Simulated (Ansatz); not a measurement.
Worked example: self-consistent single point of Cs₂InAuCl₆ (Fm-3m, 10 atoms in the cell) in Ansatz (a program for electronic structure).

Computed with r2SCAN, default PAW files made with PBE (plane waves; Ansatz).

```yaml
crystal:
  lattice:
    - [0.00000, 5.02668, 5.02668]
    - [5.02668, 0.00000, 5.02668]
    - [5.02668, 5.02668, 0.00000]
  atoms:
    - { symbol: Cs, position: [0.25000, 0.25000, 0.25000] }
    - { symbol: Cs, position: [0.75000, 0.75000, 0.75000] }
    - { symbol: Au, position: [0.50000, 0.50000, 0.50000] }
    - { symbol: In, position: [0.00000, 0.00000, 0.00000] }
    - { symbol: Cl, position: [0.74910, 0.25090, 0.25090] }
    - { symbol: Cl, position: [0.25090, 0.74910, 0.74910] }
    - { symbol: Cl, position: [0.25090, 0.74910, 0.25090] }
    - { symbol: Cl, position: [0.74910, 0.25090, 0.74910] }
    - { symbol: Cl, position: [0.25090, 0.25090, 0.74910] }
    - { symbol: Cl, position: [0.74910, 0.74910, 0.25090] }
```

Reference input (self-consistent single point, DFT, r2SCAN, plane waves, default PAW files made with PBE): basis.ecutwfc = 36.7 Ry; kpoints.mp_grid.grid = 5 5 5; hamiltonian.xc = r2scan; hamiltonian.pseudopotentials = {kind: paw} (the program's default PAW files); scf.occupations.method = cold; scf.occupations.width = 0.0073 Ry. This run's input differs from it in these lines:

Ansatz 0.2 input:
```diff
@@ -25,3 +25,3 @@
 scf:
-  occupations: { method: cold, width: 0.0073 Ry }
+  occupations: { method: cold, width: 0.022 Ry }
 output:
```

The program printed (abridged):

```
SCF iter   1: F=—  HF=-36662.766381 eV  |F-HF|=—  |Δ(HF+E_count)|=         —  Δρ=8.00e-3  dr2=1.56e-1  dr2_τ=2.63e-2  ethr=1.77e-3  ⟨swp⟩=9.0  Hψ=2625  notcnv=0
all-band conjugate gradients solve this SCF's bands
preconditioner: auto → Kerker (q_TF=auto, 2.303 Å⁻¹)
SCF iter   2: F=—  HF=-36662.817910 eV  |F-HF|=—  |Δ(HF+E_count)|=   5.15e-2  S|Δr|=    0.00e0  Δρ=3.88e-3  dr2=3.43e-2  dr2_τ=2.88e-3  ethr=1.69e-4  ⟨swp⟩=2.2  Hψ=1102  notcnv=0  defer=5
   [... lines left out ...]
SCF iter   7: F=—  HF=-36662.814551 eV  |F-HF|=—  |Δ(HF+E_count)|=   2.52e-6  S|Δr|=    0.00e0  Δρ=1.74e-5  dr2=1.70e-6  dr2_τ=3.41e-8  ethr=1.02e-8  ⟨swp⟩=2.0  Hψ=878  notcnv=0  defer=5
SCF iter   8: F=—  HF=-36662.814551 eV  |F-HF|=—  |Δ(HF+E_count)|=   2.99e-7  S|Δr|=    0.00e0  Δρ=7.22e-6  dr2=1.92e-7  dr2_τ=8.17e-9  ethr=1.85e-9  ⟨swp⟩=2.1  Hψ=886  notcnv=0  defer=5
SCF iter   9: F=-36662.814551 eV  HF=-36662.814551 eV  |F-HF|=3.13e-10  |Δ(HF+E_count)|=   2.57e-8  S|Δr|=    0.00e0  Δρ=1.98e-6  dr2=1.67e-8  dr2_τ=1.36e-9  ethr=1.09e-10  ⟨swp⟩=12.5  Hψ=2784  notcnv=0
SCF 1 converged in 9 iterations: F = -36662.814551 eV  dr2 = 1.67e-8
Stability not checked (fill_not_monotonic)
Free energy (F): -36662.814551 eV
Internal energy: -36662.857917 eV  (E = F + TS)
E sigma→0 (E₀):  -36662.829006 eV
Entropy (-TS):   0.043366 eV (4.337 meV/atom)
Fermi energy:    6.829542 eV
--- Forces (eV/Å), atoms counted from 1 ---
  atom   1  Cs     0.00000000    -0.00000000    -0.00000000
  atom   2  Cs     0.00000000     0.00000000    -0.00000000
  atom   3  Au     0.00000000    -0.00000000     0.00000000
  atom   4  In    -0.00000000    -0.00000000     0.00000000
   [... lines left out ...]
  atom  10  Cl     0.00000000    -0.00000000     0.75785628
--- Stress (GPa, compression-positive) ---
        6.324588      -0.000000       0.000000
       -0.000000       6.324588       0.000000
        0.000000      -0.000000       6.324588
  P = ⅓ Tr σ = 6.3246 GPa (63.246 kbar)
  The stress holds the Pulay correction. Without it, at fixed plane waves, as pw.x and ABINIT print it: P = 6.3088 GPa
```

The run converged in 9 iterations. Against the reference run the free energy goes up by 1.4 meV/atom, the pressure hardly changes (6.36 to 6.32 GPa) and the largest force goes from 0.780 to 0.758 eV/Å.

The starting cell was generated: these elements placed on a structure prototype, without a prior relaxation; it need not be a known phase or ordering of this composition. With a pressure of about 6 GPa the cell is away from its equilibrium volume at this level. Ansatz's pressure includes its estimate of the finite-basis (Pulay) stress. The cutoff lies below the one recommended for these files. The run gives no clean gap (levels at the Fermi energy touch, overlap or are partly filled at this smearing), which alone does not show that the compound is a metal.
